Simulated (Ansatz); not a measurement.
Start from CaO in the rock salt structure (space group Fm-3m, No. 225).

```yaml
crystal:
  lattice:
    - [0.00000, 2.38356, 2.38356]
    - [2.38356, 0.00000, 2.38356]
    - [2.38356, 2.38356, 0.00000]
  atoms:
    - { symbol: Ca, position: [0.00000, 0.00000, 0.00000] }
    - { symbol: O, position: [0.50000, 0.50000, 0.50000] }
```

Cartesian axes are those of the cell as printed.

Calculations: PBEsol (Ansatz, an electronic-structure program, PAW, without spin-orbit coupling).

Modification: uniaxial strain ε_zz = −0.50 %, all other strain components held at zero, atoms relaxed at fixed cell.

Question: Predict the stress tensor and what it implies for the stiffness.

Answer: Stress of the strained cell less that of the base (GPa, compression positive):
```
   0.30    0.00    0.00
   0.00    0.30    0.00
   0.00    0.00    1.18
```

Then −Δσ_ii/ε with ε = -0.0050 gives relaxed-ion elastic constants: C33 ≈ 236 GPa, C13 ≈ 60 GPa and C23 ≈ 60 GPa.

Stability against distortions was not tested.
